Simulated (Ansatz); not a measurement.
Functionals compared on the (21-33) surface of hcp Lu in its 1x1 cell, outermost plane spacing 0.16 Å in the ideal cut, in Ansatz (plane waves, PAW). The structure was relaxed with PBE; the other rows are single points on it, each with its references at the same level. Cutoff 420 eV (500 eV for r2SCAN).

Slab: 22 atoms, 9.9 Å thick at the start (thin: gaps and levels are the slab's own); k 6x4x1, smearing 0.1 eV, dipole-corrected; all atoms relaxed; start symmetry kept, larger cells not searched; no spin, no spin-orbit, no U. These notes are the PBE run's.

```csv
functional,surface energy (J/m²),work function of the top face (eV),rough cost of the single point
PBE,1.20,3.15,–
LDA,1.35,3.33,roughly 21 core-minutes
PBEsol,1.31,3.20,roughly 23 core-minutes
RPBE,?,?,around 21 core-minutes (rough)
r2SCAN,1.31,3.20,about 30 core-minutes (a rough figure)
```

Task: What belongs in the gaps?

Result: 
- RPBE, surface energy (J/m²): 1.11
- RPBE, work function of the top face (eV): 3.05

Ansatz is an electronic-structure program.
